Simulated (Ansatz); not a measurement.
Consider Si-vacancy pair (Si on one host Al site, one Al site vacant) in fcc Al, neutral cell. Calculation: PBE, PAW (plane waves to 420 eV; Ansatz, a first-principles code).

Settings: 32 host sites, the relaxed PBE lattice, a 4×4×4 k-point mesh shifted by half a step, smearing 0.10 eV, spin-restricted, no image-charge correction. Static, classical nuclei. Forms of the defect that were not tried may lie lower. The start lies 0.062 eV above the lowest site run (PBE). The order of the sites in energy changes with the mesh.

Barriers: single points on a 6×6×6 k-point mesh shifted by half a step at the bands' geometries.

Relaxed starting cell (atoms counted from 1):

```yaml
crystal:
  lattice:
    - [8.08392, 0.00000, 0.00000]
    - [0.00000, 8.08392, 0.00000]
    - [0.00000, 0.00000, 8.08392]
  atoms:
    - { symbol: Si, position: [0.99967, 0.00019, 0.99946] }
    - { symbol: Al, position: [0.99957, 0.99991, 0.49938] }
    - { symbol: Al, position: [0.99961, 0.50002, 0.49943] }
    - { symbol: Al, position: [0.49958, 0.99994, 0.99942] }
    - { symbol: Al, position: [0.49953, 0.00007, 0.49937] }
    - { symbol: Al, position: [0.49975, 0.50009, 0.99943] }
    - { symbol: Al, position: [0.49947, 0.49997, 0.49926] }
    - { symbol: Al, position: [0.99960, 0.25156, 0.24417] }
    - { symbol: Al, position: [0.99954, 0.25151, 0.75469] }
    - { symbol: Al, position: [0.99960, 0.74853, 0.24407] }
    - { symbol: Al, position: [0.99969, 0.74846, 0.75467] }
    - { symbol: Al, position: [0.49953, 0.24916, 0.24955] }
    - { symbol: Al, position: [0.49964, 0.24906, 0.74924] }
    - { symbol: Al, position: [0.49963, 0.75091, 0.24955] }
    - { symbol: Al, position: [0.49963, 0.75082, 0.74919] }
    - { symbol: Al, position: [0.24833, 0.99997, 0.24818] }
    - { symbol: Al, position: [0.24838, 0.00000, 0.75060] }
    - { symbol: Al, position: [0.24513, 0.50007, 0.24497] }
    - { symbol: Al, position: [0.24524, 0.49977, 0.75384] }
    - { symbol: Al, position: [0.75073, 0.00008, 0.24817] }
    - { symbol: Al, position: [0.75079, 0.99993, 0.75058] }
    - { symbol: Al, position: [0.75405, 0.49997, 0.24497] }
    - { symbol: Al, position: [0.75401, 0.50005, 0.75373] }
    - { symbol: Al, position: [0.24429, 0.25153, 0.99943] }
    - { symbol: Al, position: [0.24966, 0.24908, 0.49939] }
    - { symbol: Al, position: [0.24429, 0.74837, 0.99935] }
    - { symbol: Al, position: [0.24983, 0.75086, 0.49940] }
    - { symbol: Al, position: [0.75492, 0.25153, 0.99935] }
    - { symbol: Al, position: [0.74940, 0.24911, 0.49934] }
    - { symbol: Al, position: [0.75506, 0.74845, 0.99933] }
    - { symbol: Al, position: [0.74945, 0.75091, 0.49934] }
```

End state 1 differs by these moves (Å; atoms that move under 0.08 Å are left out):

```
atom  element    Δx    Δy     Δz
----  -------  ----  ----  -----
22         Al  1.95  0.00  -1.95
```

**Question.** Estimate the forward and backward barriers to end state 1 that PBE, PAW returns for this input.

**Answer.** forward 0.57 eV, backward 0.55 eV; at the saddle point atom 22 has neighbours 4 Al at 2.63, 2 Al at 3.11, 2 Al at 3.12 Å. The saddle point's order was not checked, and it lies on a symmetry element of the cell, where a band can be held.
